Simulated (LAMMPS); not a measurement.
Ni (fcc) at 1040 K and zero pressure, started from the crystal, with several potentials, in cells of their own sizes.

Interatomic potentials used:
- EAM-type CuNi.eam.alloy: classical MD, pair style eam/alloy, file CuNi.eam.alloy (LAMMPS); Onat and Durukanoglu, J Phys Cond Matt, 26, 035404 (2014)
- EAM-type Ni.adp: classical MD, pair style adp, file Ni.adp (LAMMPS); Mishin et al, Acta Mater, 53, 4029 (2005)
- EAM-type NiAlH_jea.eam.alloy: classical MD, pair style eam/alloy, file NiAlH_jea.eam.alloy (LAMMPS); Moody and Baskes, Modell Sim Mater Sci Eng, 3, 289-307 (1995)
- EAM-type smf7: classical MD, pair style eam, the elements' _smf7.eam files (smf7) (LAMMPS); Foiles, Phys Rev B 32, 7685 (1985)
- EAM-type universal-3 set of Foiles, Baskes and Daw: classical MD, pair style eam, the elements' _u3.eam files (universal-3 set of Foiles, Baskes and Daw) (LAMMPS); Foiles et al, Phys Rev B, 33, 7983 (1986)
- MEAM MoCoNiVFeAlCr_2nn.meam: classical MD, pair style meam, file MoCoNiVFeAlCr_2nn.meam (LAMMPS); Wang, J., Kwon, H., Kim, H.S. et al. A neural network model for high entropy alloy design. npj Comput Mater 9, 60 (2023).
- MEAM Ni.meam: classical MD, pair style meam, file Ni.meam (LAMMPS)
- MEAM library.meam-Ni: classical MD, pair style meam, file library.meam (library.meam-Ni) (LAMMPS); Baskes, Phys Rev B, 46, 2727-2742 (1992)
- SNAP Ni_Zuo_JPCA2020.quadratic.snap: MD with a machine-learned potential, pair style snap, file Ni_Zuo_JPCA2020.quadratic.snap (LAMMPS); Y. Zuo, C. Chen, X, Li, Z. Deng, Y. Chen, J. Behler, G. Csányi, A. V. Shapeev, A. P. Thompson, M. A. Wood, S. P. Ong, "Performance and Cost Assessment of Machine Learning Interatomic Potentials" J. Phys. Chem. A 124, 4, 731-745 (2020)
- SNAP Ni_Zuo_JPCA2020.snap: MD with a machine-learned potential, pair style snap, file Ni_Zuo_JPCA2020.snap (LAMMPS); Y. Zuo, C. Chen, X, Li, Z. Deng, Y. Chen, J. Behler, G. Csányi, A. V. Shapeev, A. P. Thompson, M. A. Wood, S. P. Ong, "Performance and Cost Assessment of Machine Learning Interatomic Potentials" J. Phys. Chem. A 124, 4, 731-745 (2020)

| potential | state | volume | first peak of g(r) | coordination number | mean phonon frequency | rough cost (ms per atom and simulated ps) |
|---|---|---|---|---|---|---|
| EAM-type CuNi.eam.alloy | crystal; no diffusion seen in 30 ps | 11.4713 ± 0.0006 Å³/atom | 2.49 Å, height 4.4 | 12.0 (counted to 3.10 Å) | 5.6 THz | 1 to 3 |
| EAM-type Ni.adp | crystal; no diffusion seen in 30 ps | 11.2100 ± 0.0003 Å³/atom | 2.49 Å, height 4.8 | 12.0 (counted to 3.06 Å) | 6.1 THz | 1 to 3 |
| EAM-type NiAlH_jea.eam.alloy | crystal; no diffusion seen in 30 ps | 11.6377 ± 0.0006 Å³/atom | 2.50 Å, height 4.3 | 12.0 (counted to 3.10 Å) | 5.5 THz | 1 to 3 |
| EAM-type smf7 | crystal; no diffusion seen in 30 ps | 11.4150 ± 0.0002 Å³/atom | 2.50 Å, height 4.9 | 12.0 (counted to 3.06 Å) | 6.3 THz | 1 to 3 |
| EAM-type universal-3 set of Foiles, Baskes and Daw | crystal; no diffusion seen in 30 ps | 11.4708 ± 0.0008 Å³/atom | 2.50 Å, height 4.8 | 12.0 (counted to 3.10 Å) | 6.2 THz | 0.3 to 1 |
| MEAM MoCoNiVFeAlCr_2nn.meam | crystal; no diffusion seen in 30 ps | 11.3584 ± 0.0006 Å³/atom | 2.50 Å, height 5.2 | 12.0 (counted to 3.06 Å) | 6.5 THz | 3 to 10 |
| MEAM Ni.meam | crystal; no diffusion seen in 30 ps | 11.1323 ± 0.0004 Å³/atom | 2.50 Å, height 5.9 | 12.0 (counted to 3.02 Å) | 7.9 THz | 3 to 10 |
| MEAM library.meam-Ni | crystal; no diffusion seen in 30 ps | 11.1305 ± 0.0003 Å³/atom | 2.50 Å, height 6.1 | 12.0 (counted to 3.02 Å) | 8.0 THz | 3 to 10 |
| SNAP Ni_Zuo_JPCA2020.quadratic.snap | crystal; no diffusion seen in 15 ps | 11.378 ± 0.003 Å³/atom | 2.49 Å, height 4.6 | 12.0 (counted to 3.10 Å) | - | 30 to 100 |
| SNAP Ni_Zuo_JPCA2020.snap | crystal; no diffusion seen in 15 ps | 11.276 ± 0.003 Å³/atom | 2.48 Å, height 4.6 | 12.0 (counted to 3.06 Å) | 5.9 THz | 100 to 300 |

Costs are rough: whole-run CPU time with set-up and analysis, from shared machines, in bands a factor of about three wide.

Caution (rows MEAM Ni.meam; SNAP Ni_Zuo_JPCA2020.quadratic.snap; SNAP Ni_Zuo_JPCA2020.snap): a run this short can hold a crystal over, or a liquid under, the potential's own melting point, which these runs don't give.

Caution: the potential MEAM library.meam-Ni is a first-neighbour MEAM set with a 4 Å cutoff, used here without a parameter file and away from the static properties it was fitted to.

States go by the mean squared displacement: a species diffuses where it passes 1.5 Å², still rises and gives D over 1e-6 cm²/s; a crystal has left its structure where atoms lie 0.35 Å off their sites on average or a cubic box changes its shape by 3 %, or the axial ratios of another lie 8 % off the starting cell's, which the potential's own relaxation can also do.

Uncertainties are statistical and leave out the potential's own error.
